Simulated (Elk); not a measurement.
Worked example: self-consistent single point of Cs (Im-3m, 1 atom in the cell) in Elk.

Method of the run: PBEsol, all-electron FP-LAPW, Elk's shipped species files, APW+lo basis with extra local orbitals run with Elk.

```
Cs
1.0
   -3.03475     3.03475     3.03475
    3.03475    -3.03475     3.03475
    3.03475     3.03475    -3.03475
Cs
1
Direct
  0.00000   0.00000   0.00000
```

Reference input (self-consistent single point, DFT, PBEsol, all-electron FP-LAPW, Elk's shipped species files, APW+lo basis with extra local orbitals): xctype = 22; rgkmax = 7.5; swidth = 0.00367493 Ha; ngridk = 7 7 7; gmaxvr = 14 1/bohr; nxlo = 2; lorbcnd = true; lmaxi = 2; maxscl = 100. This run's input differs from it in these lines:

```diff
@@ -22,3 +22,3 @@
 swidth
-  0.00367493
+  0.0110248
```

Output, abridged:

```
│ Self-consistent loop started │
│ Loop number : 1 │
 total energy                :     -7787.76007460
│ Loop number : 2 │
 total energy                :     -7787.77688871
RMS change in Kohn-Sham potential (target) :   0.6164931622E-01 (  0.1000000000E-05)
Absolute change in total energy (target)   :   0.1681411098E-01 (  0.1000000000E-03)
│ Loop number : 3 │
 total energy                :     -7787.78216058
RMS change in Kohn-Sham potential (target) :   0.5823293462E-01 (  0.1000000000E-05)
Absolute change in total energy (target)   :   0.9475398464E-02 (  0.1000000000E-03)
│ Loop number : 4 │
   [... lines left out ...]
Absolute change in total energy (target)   :   0.7810005118E-03 (  0.1000000000E-03)
│ Loop number : 12 │
 total energy                :     -7787.20602073
RMS change in Kohn-Sham potential (target) :   0.1685011026E-06 (  0.1000000000E-05)
Absolute change in total energy (target)   :   0.1771087445E-03 (  0.1000000000E-03)
│ Loop number : 13 │
 total energy                :     -7787.20602641
RMS change in Kohn-Sham potential (target) :   0.8399065600E-07 (  0.1000000000E-05)
Absolute change in total energy (target)   :   0.3859674780E-04 (  0.1000000000E-03)
Convergence targets achieved

│ Loop number : 14 │

Energies :
 Fermi                       :     0.559281987089E-01
 total energy                :     -7787.20602693

Density of states at Fermi energy :    30.85524671
 (states/Hartree/unit cell)

Estimated indirect band gap :   0.5107454770E-02
 from k-point      4 to k-point     15
Estimated direct band gap   :   0.4265185073E-01
 at k-point      4

Charges :
 core                        :    36.00000000
 valence                     :    19.00000000
 interstitial                :    2.012563546
 muffin-tins (core leakage)
  species :    1 (Cs)
   atom    1                 :    52.98743645     (  0.1241317985E-04)
 total in muffin-tins        :    52.98743645
 total calculated charge     :    54.99808878
 total charge                :    55.00000000
 error                       :   0.1911219466E-02

│ Self-consistent loop stopped │
```

The run converged in 14 iterations. The count includes the last loop, which Elk runs after its targets are met. Against the reference run the free energy drops by 153 meV/atom.

The starting cell has typed, rounded lattice constants, without a prior relaxation at this level. Its lattice was rescaled by up to half a per cent. Values depend on the basis (sphere radii, cutoffs, local orbitals), which need not be converged. The log's line on a gap gives a spacing of levels on this mesh, which the program prints for metals too.
